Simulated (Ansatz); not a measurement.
## MgSe, pressure series

Take MgSe in the rock salt structure (space group Fm-3m, No. 225) as the base.

```
CELL_PARAMETERS angstrom
      0.00000     2.72478     2.72478
      2.72478     0.00000     2.72478
      2.72478     2.72478     0.00000
ATOMIC_POSITIONS crystal
  Mg 0.00000 0.00000 0.00000
  Se 0.50000 0.50000 0.50000
```

Cell and atoms are relaxed at each pressure.

All numbers come from Ansatz (an electronic-structure program), PBEsol, PAW, cutoff 420 eV, scalar-relativistic without spin-orbit coupling.

| change | width of the top valence band | volume per atom | band gap |
|---|---|---|---|
| base | 2.57 eV | 20.23 Å³ | 1.78 eV |
| pressure −2 GPa | 2.47 eV | 20.91 Å³ | 1.72 eV |
| pressure −1 GPa | 2.52 eV | 20.56 Å³ | 1.75 eV |
| pressure 0.9 GPa | 2.61 eV | 19.96 Å³ | 1.80 eV |
| pressure 2.1 GPa | … | … | … |
| pressure 4.5 GPa | 2.76 eV | 19.03 Å³ | 1.87 eV |
| pressure 9 GPa | 2.93 eV | 18.11 Å³ | 1.95 eV |
| pressure 15 GPa | 3.12 eV | 17.15 Å³ | 2.03 eV |
| pressure 22.5 GPa | 3.33 eV | 16.22 Å³ | 2.11 eV |
| pressure 30 GPa | 3.52 eV | 15.48 Å³ | 2.18 eV |

Problem. Fill in the withheld entries from the trend.

Solution. 
- pressure 2.1 GPa, width of the top valence band: 2.67 eV
- pressure 2.1 GPa, volume per atom: 19.63 Å³
- pressure 2.1 GPa, band gap: 1.82 eV

Load acts through the strain it causes; cell and atoms are relaxed under it. Whether these cells are dynamically stable was not tested. Competing high-pressure phases were not computed.
